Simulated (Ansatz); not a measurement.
Symmetric slabs, relaxed from ideal cuts in 1x1 cells, of elemental solids: surface energy (J/m²) by functional, in Ansatz (plane waves, PAW). All structures are PBE's; the other columns are single points with references at the same level. No spin-orbit coupling, Hubbard U or dispersion. The rows are a random draw from the class, without slabs that broke up, higher cuts of a face and adsorbates that left their site.

```json
[
 {"system": "fcc Pd (332), ideal cut with outer spacing 0.42 Å", "PBE (J/m²)": "1.46", "r2SCAN (J/m²)": "?"},
 {"system": "fcc Ag (310), ideal cut with outer spacing 0.66 Å", "PBE (J/m²)": "0.91", "r2SCAN (J/m²)": "1.10"},
 {"system": "bcc Ta (311), ideal cut with outer spacing 0.50 Å", "PBE (J/m²)": "2.71", "r2SCAN (J/m²)": "2.94"},
 {"system": "fcc Pd (321), ideal cut with outer spacing 0.53 Å", "PBE (J/m²)": "1.60", "r2SCAN (J/m²)": "1.81"},
 {"system": "hcp Ti (11-23), ideal cut with outer spacing 0.53 Å", "PBE (J/m²)": "2.09", "r2SCAN (J/m²)": "2.30"},
 {"system": "fcc Ca (321), ideal cut with outer spacing 0.74 Å", "PBE (J/m²)": "0.55", "r2SCAN (J/m²)": "0.60"},
 {"system": "hcp Zn (30-32), ideal cut with outer spacing 0.73 Å", "PBE (J/m²)": "0.58", "r2SCAN (J/m²)": "0.76"},
 {"system": "hcp Ti (21-33), ideal cut with outer spacing 0.14 Å", "PBE (J/m²)": "2.05", "r2SCAN (J/m²)": "2.25"}
]
```

Task: Fit a straight line y = a·x + b by least squares to the 7 complete rows (x: PBE (J/m²); y: r2SCAN (J/m²)).

Result: the means are x̄ = 1.4986 and ȳ = 1.6800; Σ(x − x̄)² = 4.2217 and Σ(x − x̄)(y − ȳ) = 4.4315, so a = 1.050 and b = ȳ − a·x̄ = 0.107. The largest residual is 0.084.

Task: What does the line predict for the withheld row, fcc Pd (332), ideal cut with outer spacing 0.42 Å, and what did the calculation give?

Result: the line gives 1.64; the calculation gave 1.68, a miss of 0.04, of the size of the fitted rows' scatter and rounding.

Ansatz is a program for electronic structure.
